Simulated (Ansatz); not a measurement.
The starting structures come from a database of crystals and need not be the phases stable at ambient conditions.

By PBEsol, the system below comes out a metal.

Without scattering a metal conducts by its projected Fermi surface.

Given:

```
GaPt3
1.0
    3.90988     0.00000     0.00000
    0.00000     5.52941     0.00000
    0.00000     2.76470     2.76470
Ga Pt
1 3
Direct
  0.00000   0.00000   0.00000
  0.50000   0.00000   0.50000
  0.50000   0.50000   0.50000
  0.00000   0.50000   0.00000
```

The cell is taken as given; by PBEsol it stands under a pressure of -3.6 GPa.

The current flows along the normal of the first two printed cell vectors, the (110) plane of the conventional cell. No spin-orbit coupling; the value is a mean over 0.1 eV about the Fermi level.

Q: State the ballistic conductance per area according to PBEsol in Ansatz (a program for electronic structure).

A: 0.63 × 10¹⁵ S/m² for both spins.
